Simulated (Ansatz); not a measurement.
Ga2O3 (model structure, started from the Bi2O3 type, P6₃mc, No. 186, 20 atoms in the cell) was calculated with LDA (PAW; Ansatz, a quantum-chemistry and plane-wave program).

Settings: plane-wave cutoff 520 eV, 6×6×8 k mesh (along the axes of the cell as run), Fermi–Dirac smearing 0.01 eV, scalar-relativistic PAW data made under PBE.

Cell (relaxed at this level):

```cif
data_Ga8O12
_chemical_formula_sum 'Ga8 O12'
_space_group_name_H-M_alt 'P63mc'
_space_group_IT_number 186
_space_group_name_Hall 'P 6c -2c'
_cell_length_a 6.99117
_cell_length_b 6.99117
_cell_length_c 4.74908
_cell_angle_alpha 90.000
_cell_angle_beta 90.000
_cell_angle_gamma 120.000
loop_
_atom_site_label
_atom_site_type_symbol
_atom_site_symmetry_multiplicity
_atom_site_Wyckoff_symbol
_atom_site_fract_x
_atom_site_fract_y
_atom_site_fract_z
_atom_site_occupancy
Ga1 Ga 6 c 0.16784 0.33569 0.27295 1
Ga2 Ga 2 b 0.66667 0.33333 0.17958 1
O1 O 6 c 0.09226 0.54613 0.42937 1
O2 O 6 c 0.27842 0.13921 0.38417 1
```

Problem. Estimate the band gap and smallest direct gap on the k points sampled that the calculation returns.

Solution. 
* **band gap**: 0.43 eV (indirect)
* **smallest direct gap on the k points sampled**: 0.48 eV

Note: the relaxation could raise the start's symmetry but not lower it, so the cell can be a saddle point.

Spin–orbit coupling is not included.

Computed values are for the static lattice.

Cost on a shared machine: roughly 110 core-seconds.

A model structure was made by putting elements into a prototype or built by hand; it is no filed structure, need not be a known phase, and can be a saddle point held by its symmetry.
